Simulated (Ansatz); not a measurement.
CO on the 1x1 (111) surface of fcc Ir, one in a 2x2 cell: adsorption energies (eV for each) against CO(g) in Ansatz (plane waves, PAW). Structures relaxed with PBE; the other functionals are single points on them, with slab and gas at the same level. No dispersion, zero-point or thermal terms. Rows are starts at which the adsorbate stayed.

Slab: 18 atoms, 6.6 Å thick at the start under the adsorbate (thin: gaps and levels are the slab's own); k 6x6x1, smearing 0.1 eV, dipole-corrected; 8 atoms held, the rest relaxed; each run with such symmetry as its start has; no spin, no spin-orbit, no U, no dispersion correction.

```
site                                      PBE   RPBE  r2SCAN
--------------------------------------  -----  -----  ------
top Ir                                  -1.94  -1.66       …
hollow Ir-Ir-Ir over Ir at depth 2.2 Å  -1.56  -1.18       …
hollow Ir-Ir-Ir over Ir at depth 4.4 Å  -1.44  -1.07       …
bridge Ir-Ir (span 2.7 Å)               -1.54  -1.19       …
```

**Question.** Some entries are withheld; supply them.

**Answer.** 
- top Ir, r2SCAN: -2.11
- hollow Ir-Ir-Ir over Ir at depth 2.2 Å, r2SCAN: -1.67
- hollow Ir-Ir-Ir over Ir at depth 4.4 Å, r2SCAN: -1.54
- bridge Ir-Ir (span 2.7 Å), r2SCAN: -1.65

RPBE moves the energies by 0.35 eV on average against PBE and puts 'top Ir' lowest, as PBE does. r2SCAN moves the energies by -0.12 eV on average against PBE and puts 'top Ir' lowest, as PBE does.

Ansatz is a quantum-chemistry and plane-wave program.
